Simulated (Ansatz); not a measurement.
Consider the following.

```xyz
8
Lattice="4.3854 0.0000 0.0000 0.0000 4.3854 0.0000 0.0000 0.0000 4.3854" Properties=species:S:1:pos:R:3 pbc="T T T"
Co     3.7463     2.8318     1.5536
Co     2.8318     1.5536     3.7463
Co     1.5536     3.7463     2.8318
Co     0.6391     0.6391     0.6391
Si     0.6872     1.5055     2.8800
Si     1.5055     2.8800     0.6872
Si     2.8800     0.6872     1.5055
Si     3.6982     3.6982     3.6982
```

Computed with PBEsol, DFPT electron-phonon coupling, linearised Boltzmann equation (plane waves, PAW, scalar-relativistic; Ansatz, a first-principles code). How the cell was made: relaxed with this functional, without spin-orbit coupling.

Q: Estimate the phonon-limited resistivity at 300 K, by direction if it differs.

A: 60 μΩ·cm.

A metal at this level (no band gap). Only scattering by harmonic phonons is included (no impurities, grain boundaries, electron-electron scattering or thermal expansion). Spin-orbit coupling is left out. Few carriers conduct, so the values hang on small band overlaps. Halving the electron mesh (20x20x20) moves the resistivity by up to 8 % at 300 K. Smearing 0.20 eV; phonons on a 3x3x3 q mesh, which this run doesn't test.

Treated as nonmagnetic (a ferromagnetic start lost its moment, other orders weren't tried): CoSi (P2_13).
